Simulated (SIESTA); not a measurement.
```
CELL_PARAMETERS angstrom
      5.22628     0.00000     0.00000
      0.00000     4.67496     0.00000
     -0.23683     0.00000     5.70851
ATOMIC_POSITIONS crystal
  V  0.22308 0.51846 0.84394
  V  0.77692 0.48154 0.15606
  V  0.77692 0.01846 0.65606
  V  0.22308 0.98154 0.34394
  O  0.08137 0.78003 0.62062
  O  0.91863 0.21997 0.37938
  O  0.91863 0.28003 0.87938
  O  0.08137 0.71997 0.12062
  F  0.41763 0.23118 0.61244
  F  0.58237 0.76882 0.38756
  F  0.58237 0.73118 0.88756
  F  0.41763 0.26882 0.11244
```
Moments meant for the start (each program seeds them in its own way; μB, in the order of the atoms V V V V O O O O F F F F): 2.0 2.0 2.0 2.0 0.0 0.0 0.0 0.0 0.0 0.0 0.0 0.0.

Method of the run: LDA PW92+U, numerical atomic orbitals TZP, PseudoDojo LDA standard norm-conserving potentials (rewritten from UPF to PSML) (SIESTA).

The set-up and first iterations of a SIESTA log for VOF (P2_1/c, 12 atoms in the cell):

```
reinit: Reading from file input.fdf

reinit: System Name: VOF
reinit: System Label: vof

NOTE on units for spin output:
{S} is the spin magnetic moment, in units of the Bohr magneton,
assuming a g-factor for the electron spin of exactly 2.
The spin magnetic moment is then numerically equal to the charge inbalance,
in units of electrons, between the spin-up and -down channels.

coor:   Atomic-coordinates input format  =     Cartesian coordinates
coor:                                            (in Bohr units)

siesta: Atomic coordinates (Bohr) and species
siesta:      1.82549   4.58028   9.10402  1        1
siesta:      7.60320   4.25411   1.68350  1        2
siesta:      7.37943   0.16308   7.07726  1        3
siesta:      2.04926   8.67131   3.71026  1        4
siesta:      0.52587   6.89109   6.69495  2        5
siesta:      8.90282   1.94330   4.09257  2        6
siesta:      8.67904   2.47390   9.48633  2        7
   [... lines left out ...]
diag: Orthogonalization factor                      =  0.100E-05
diag: Memory factor                                 =  1.0000

superc: Internal auxiliary supercell:     5 x     5 x     5  =     125
superc: Number of atoms, orbitals, and projectors:   1500  29500  22000

                        Single-point calculation

superc: Internal auxiliary supercell:     5 x     5 x     5  =     125
superc: Number of atoms, orbitals, and projectors:   1500  29500  22000

outcell: Unit cell vectors (Ang):
        5.226280    0.000000    0.000000
        0.000000    4.674960    0.000000
       -0.236832    0.000000    5.708509

outcell: Cell vector modules (Ang)   :    5.226280    4.674960    5.713420
outcell: Cell angles (23,13,12) (deg):     90.0000     92.3757     90.0000
outcell: Cell volume (Ang**3)        :    139.4740
new_DM -- step:     1
Initializing Density Matrix...

Attempting to read DM from file... Failed...
DM filled with atomic data (user-defined):

InitMesh: MESH = 60 x 54 x 72 = 233280
InitMesh: Mesh cutoff (required, used) =   350.000   364.893 Ry
hubbard_term: recalculating local occupations    1
hubbard_term: maximum change in local occup.    0.480573
hubbard_term: recalculating Hamiltonian

stepf: Fermi-Dirac step function
hubbard_term: recalculating local occupations    1
hubbard_term: maximum change in local occup.    0.193887
hubbard_term: recalculating Hamiltonian
        iscf     Eharris(eV)        E_KS(eV)     FreeEng(eV)     dDmax    Ef(eV) dHmax(eV)
   scf:    1   -12454.173278   -12481.899665   -12482.212477  0.774359 -2.571671 10.880037
     spin moment: {S} , |S| = {        0.0        0.0    7.99940 }     7.99940
   scf:    2   -12503.884362   -12493.827679   -12494.123520  0.061829 -3.262764  7.688217
     spin moment: {S} , |S| = {        0.0        0.0    7.99987 }     7.99987
   scf:    3   -12499.669436   -12502.796522   -12502.997355  0.079280 -4.656282  3.298465
     spin moment: {S} , |S| = {        0.0        0.0    7.99998 }     7.99998
   scf:    4   -12487.872025   -12498.892481   -12499.168736  0.033650 -4.042710  4.954294
     spin moment: {S} , |S| = {        0.0        0.0    7.99999 }     7.99999
   scf:    5   -12505.388058   -12502.716658   -12502.960084  0.034574 -4.664093  2.507612
     spin moment: {S} , |S| = {        0.0        0.0    8.00000 }     8.00000
   scf:    6   -12500.925561   -12503.174121   -12503.361862  0.035489 -5.168299  2.118360
     spin moment: {S} , |S| = {        0.0        0.0    8.00000 }     8.00000
hubbard_term: recalculating local occupations    2
hubbard_term: maximum change in local occup.    0.122235
hubbard_term: recalculating Hamiltonian
   scf:    7   -12502.828335   -12502.952114   -12503.137857  0.001583 -5.186298  2.291967
     spin moment: {S} , |S| = {        0.0        0.0    8.00000 }     8.00000
   [... lines left out ...]
```

Question: Will this run converge, and how will it end?

Answer: The run converged in 35 iterations. Its thresholds were met; that alone does not show that basis and mesh suffice. It ends on: free energy E − TS -12503.9206 eV; Fermi level (on the code's own zero) -5.06 eV; pressure -20.91 GPa; largest force (vector length) 0.930 eV/Å; size of the cell's spin moment 8.00 μB; site moments (μB, in the program's spheres or projections) V 2.17, V 2.17, V 2.17, V 2.17, O -0.16, O -0.16, O -0.16, O -0.16, F -0.01, F -0.01, F -0.01, F -0.01; Hubbard energy 2.835 eV. The log goes on:

```
   scf:   24   -12503.735365   -12503.734945   -12503.920000  0.000282 -5.063774  0.009065
     spin moment: {S} , |S| = {        0.0        0.0    8.00000 }     8.00000
   [... lines left out ...]
     spin moment: {S} , |S| = {        0.0        0.0    8.00000 }     8.00000
hubbard_term: recalculating local occupations   27
hubbard_term: maximum change in local occup.    0.000641
   scf:   34   -12503.735085   -12503.735072   -12503.920430  0.000013 -5.062493  0.000299
     spin moment: {S} , |S| = {        0.0        0.0    8.00000 }     8.00000
hubbard_term: recalculating local occupations   28
hubbard_term: maximum change in local occup.    0.000654
   scf:   35   -12503.735078   -12503.735073   -12503.920427  0.000009 -5.062476  0.000277
     spin moment: {S} , |S| = {        0.0        0.0    8.00000 }     8.00000
SCF Convergence by DM+H criterion
max |DM_out - DM_in|         :     0.0000094587
max |H_out - H_in|      (eV) :     0.0002768546
DFT+U population converged by dTol_pop criteria:
max |pop(DFT+U)_i - pop(DFT+U)_j|:     0.0006542181
SCF cycle converged after 35 iterations

Using DM_out to compute the final energy and forces
hubbard_term: recalculating local occupations   29
hubbard_term: maximum change in local occup.    0.000654
hubbard_term: recalculating Hamiltonian and forces

siesta: E_KS(eV) =           -12503.7353

siesta: E_KS - E_eggbox =    -12503.7353

siesta: Atomic forces (eV/Ang):
     1   -0.777782    0.327445    0.390719
     2    0.777746   -0.327421   -0.390707
     3    0.777756    0.327441   -0.390716
     4   -0.777753   -0.327426    0.390715
     5    0.131525    0.273441   -0.054783
     6   -0.131481   -0.273481    0.054813
     7   -0.131466    0.273485    0.054803
     8    0.131518   -0.273492   -0.054836
   [... lines left out ...]
siesta: FreeEng =    -12503.920627
siesta: Cell volume =        139.474002 Ang**3
siesta:        -209.10227860       -220.90283989  kBar
   [... lines left out ...]
     3     0.620883   12.379117    2.165627  V
     4     0.620890   12.379110    2.165630  V
     5    -0.420781    6.420781   -0.159667  O
     6    -0.420781    6.420781   -0.159667  O
     7    -0.420781    6.420781   -0.159667  O
     8    -0.420781    6.420781   -0.159668  O
     9    -0.200109    7.200109   -0.005959  F
    10    -0.200110    7.200110   -0.005959  F
    11    -0.200109    7.200109   -0.005959  F
    12    -0.200109    7.200109   -0.005960  F
 Total    -0.000000                8.000000
```

For comparison: a first run (DFT, LDA PW92, numerical atomic orbitals TZP, PseudoDojo LDA standard norm-conserving potentials (rewritten from UPF to PSML)) was changed to give this one (DFTU.ProjectorGenerationMethod: default → 2; DFTU.CutoffNorm: default → 0.9; DFTU.FirstIteration: default → true; DFTU.proj: default → [V 1, n=3 2, 1.00 0.00, 0.00 0.00]), and from it to this one the pressure goes from -22.39 to -20.91 GPa, the largest force goes from 1.210 to 0.930 eV/Å and the size of the net moment stays at 0.67 μB/atom.

The starting cell comes from a database of computed structures (which also holds hypothetical and non-ambient phases and stackings), without a prior relaxation at this level. The magnetic order is the one reached from the typed start; others were not searched systematically. With U or open f shells several self-consistent states can exist. Values carry the incompleteness of an atom-centred basis. With a pressure of about -21 GPa the cell is away from its equilibrium volume at this level.

The run was DFT, LDA PW92+U, numerical atomic orbitals TZP, PseudoDojo LDA standard norm-conserving potentials (rewritten from UPF to PSML). Main settings of its input:

| setting | value |
|---|---|
| XC.functional | LDA |
| XC.authors | PW92 |
| potentials | PseudoDojo LDA standard |
| PAO.BasisSize | TZP |
| PAO.EnergyShift | 0.01 Ry |
| MeshCutoff | 350 Ry |
| kgrid.MonkhorstPack | 5 6 5 |
| OccupationFunction | FD |
| ElectronicTemperature | 100 meV |
| Spin | polarized |
| DFTU.ProjectorGenerationMethod | 2 |
| DFTU.CutoffNorm | 0.9 |
